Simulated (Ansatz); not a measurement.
Task: Name crystals whose resistivity at 300 K lies between 37 and 58 μΩ·cm and whose logarithmic mean phonon energy lies between 22 and 34 meV, by PBEsol, DFPT electron-phonon coupling, linearised Boltzmann equation run with Ansatz (a program for electronic structure).

Result: Many crystals can fit; among those computed here:
- VSi₂ (P6_222): 50 μΩ·cm, 34 meV
- LiFeP (P4/nmm): 47 μΩ·cm, 27 meV
- YSi (Cmcm): 38 μΩ·cm, 22 meV

Metals; harmonic phonons alone scatter; means over directions. Halving the electron mesh moves these values by up to 11 %; q meshes are mostly untested. Some of the runs warned that the eigensolver left states short of its tolerance. Spin-orbit coupling is left out.

Formula and space group known from diffraction (Crystallography Open Database), not checked to be the room-temperature form: LiFeP (P4/nmm). Treated as nonmagnetic (a ferromagnetic start lost its moment, other orders weren't tried): LiFeP (P4/nmm), VSi2 (P6_222).
